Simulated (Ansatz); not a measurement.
```yaml
crystal:
  lattice:
    - [4.27875, 0.00000, 0.00000]
    - [-2.13938, 3.70551, 0.00000]
    - [0.00000, 0.00000, 45.19000]
  atoms:
    - { symbol: Bi, position: [0.33333, 0.66667, 0.22980] }
    - { symbol: Bi, position: [0.66667, 0.33333, 0.26901] }
    - { symbol: Bi, position: [0.33333, 0.66667, 0.33135] }
    - { symbol: Bi, position: [0.66667, 0.33333, 0.37122] }
    - { symbol: Bi, position: [0.33333, 0.66667, 0.43055] }
    - { symbol: Bi, position: [0.66667, 0.33333, 0.47092] }
    - { symbol: Bi, position: [0.33333, 0.66667, 0.52908] }
    - { symbol: Bi, position: [0.66667, 0.33333, 0.56945] }
    - { symbol: Bi, position: [0.33333, 0.66667, 0.62878] }
    - { symbol: Bi, position: [0.66667, 0.33333, 0.66865] }
    - { symbol: Bi, position: [0.33333, 0.66667, 0.73099] }
    - { symbol: Bi, position: [0.66667, 0.33333, 0.77020] }
```

Level of theory: PBE+D3(BJ) (plane waves to 420 eV, PAW; Ansatz, an electronic-structure program). Scalar-relativistic, without spin–orbit coupling; with elements this heavy it can move edges by tenths of an eV. Its k-point mesh 9×9×1, Fermi–Dirac width 0.01 eV. A dipole correction is on.

Task: Name the layers and their stacking, and give its gap.

Result: 6 layers of bismuthene, started at parallel, no shift (facing atoms over hollows or bridges; bismuthene a predicted or substrate-bound sheet, here free).
The step of the vacuum level across the stack (top less bottom) is 0.00 eV and the PBE gap over the mesh and listed points off it comes out as closed.
